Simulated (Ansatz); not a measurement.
Cu, response to strain

Take Cu in the fcc (Cu type) structure (space group Fm-3m, No. 225; a = 3.563 Å; relaxed with 0.1 eV smearing) as the base. Axes: x, y, z lie along the cube axes.

Strains are applied to the cell and any free atomic positions relax; under biaxial strain the out-of-plane vector relaxes too.

Method: PBEsol (Ansatz, a program for electronic structure), no spin-orbit coupling, earlier PAW set.

Candidates:
(a) uniaxial strain ε_zz = −0.54 %
(b) biaxial strain −3.29 %, plane normal [111], relaxed out of plane
(c) biaxial strain −0.98 %, plane normal [111], relaxed out of plane

Notes on the quantities. energy relative to the base: free energy F.

Order them by energy relative to the base, highest first.

(b) biaxial strain −3.29 %, plane normal [111], relaxed out of plane (+29 meV/atom), (c) biaxial strain −0.98 %, plane normal [111], relaxed out of plane (+2.3 meV/atom), (a) uniaxial strain ε_zz = −0.54 % (+0.2 meV/atom)

Stability against distortions was not tested. The final runs are not spin-polarised.
